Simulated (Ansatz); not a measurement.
We consider rock-salt TbN, described by BLYP (Ansatz, a first-principles code, PAW).

Run with plane-wave cutoff 520 eV, 20×20×20 k mesh, Fermi–Dirac smearing 0.05 eV, spin-polarised with parallel moments, scalar-relativistic PAW data made under PBE.

Computed at the level's own relaxed cell.

Q: Predict the volume per atom, bulk modulus, lattice parameter a and pressure derivative B′ of the bulk modulus.

A: 
- volume per atom: 15.41 Å³/atom
- bulk modulus: 132 GPa
- lattice parameter a: 4.977 Å
- pressure derivative B′ of the bulk modulus: 4.1

The run finds no gap.

Measured, for comparison: equilibrium volume per atom 14.90 Å³/atom (temperature not stated, no zero-point or thermal correction; as tabulated in Natali et al. (2013), arXiv:1208.2410). Computed (rounded) less measured: equilibrium volume per atom +3.4 %.

Note: the magnetic order was assumed, not searched for or taken from measurement; the 4f shell is treated without U or exact exchange, so its levels and filling can be wrong.

Spin–orbit coupling is not included; it can open a gap where bands touch, and shift volumes and moduli.

Static lattice: no zero-point or thermal effects.
